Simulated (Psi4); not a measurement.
Psi4 1.11, TPSS/def2-svp: [S]=[Zn], 2 atoms. The geometry is a generated start, not checked to be a minimum at this level.

- task: energy
- method: tpss
- basis: def2-svp
- memory: 3 GB
- maxiter: 100
- keys of the molecule block: symmetry c1
- scf_type: df (default)
- guess: auto, which took SAD (default)
- scf_initial_accelerator: adiis (default)
- e_convergence: 1e-06 (default)
- d_convergence: 1e-06 (default)
- dft_radial_points: 75 (default)
- dft_spherical_points: 302 (default)
- basis functions: 49
- grid points: 43005

```xyz
2

Zn     0.0323    -0.0175    -1.0292
S     -0.0323     0.0175     1.0292
```

Charge 0 and multiplicity 1 are set for this test and not shown to be the ground state.

One run each on 2 threads. Values of diis_max_vecs tried: 3, 6, 10 (default), 20.

Problem. Predict the course of the SCF iterations along this series.

Solution. Fewest SCF iterations, within one of each other: 6 with 11, 10 (default) with 12, 20 with 12. The count rises to 22 at 3. All converge to one solution.

```json
[
 {"diis_max_vecs": "3", "SCF iterations": "22", "end": "same solution"},
 {"diis_max_vecs": "6", "SCF iterations": "11", "end": "same solution"},
 {"diis_max_vecs": "10 (default)", "SCF iterations": "12", "end": "same solution"},
 {"diis_max_vecs": "20", "SCF iterations": "12", "end": "same solution"}
]
```
